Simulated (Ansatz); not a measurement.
**Carrier properties of MgS (Fm-3m)**

Input:

```yaml
crystal:
  lattice:
    - [0.00000, 2.59095, 2.59095]
    - [2.59095, 0.00000, 2.59095]
    - [2.59095, 2.59095, 0.00000]
  atoms:
    - { symbol: Mg, position: [0.00000, 0.00000, 0.00000] }
    - { symbol: S, position: [0.50000, 0.50000, 0.50000] }
```

Calculation: HSE06, rigid bands (plane waves, PAW, scalar-relativistic; Ansatz, an electronic-structure program). How the cell was made: cell and atoms relaxed with PBEsol.

```yaml
band_gap: 3.83 eV
electron conductivity mass (300 K, dilute): 0.35 mₑ
hole conductivity mass (300 K, dilute): 0.95 mₑ
effective density of states N_c (300 K): 1.6e19 cm⁻³
effective density of states N_v (300 K): 1.7e20 cm⁻³
density_of_states_mass_electrons: 0.73 mₑ
density_of_states_mass_holes: 3.5 mₑ
Seebeck coefficient, n-type 1e19 cm⁻³, 300 K: -258 μV/K
best n-type power factor at 300 K for τ = 10 fs (best axis; densities from 1e16 to 1e21 cm⁻³ tried, whether or not they can be reached): 7.2 μW/(cm·K²) at 3e19 cm⁻³
Seebeck coefficient, p-type 1e19 cm⁻³, 300 K: 451 μV/K
best p-type power factor at 300 K for τ = 10 fs (best axis; densities from 1e16 to 1e21 cm⁻³ tried, whether or not they can be reached): 25 μW/(cm·K²) at 3e20 cm⁻³
```

Rigid bands; masses and Seebeck coefficients take one relaxation time τ for all states and one kind of carrier; polarons and phonon drag are left out. Spin-orbit coupling is left out; where it splits the top of the valence band, N_v and the p-type Seebeck coefficient come out somewhat high without it. Geometry: cell and atoms relaxed with PBEsol.
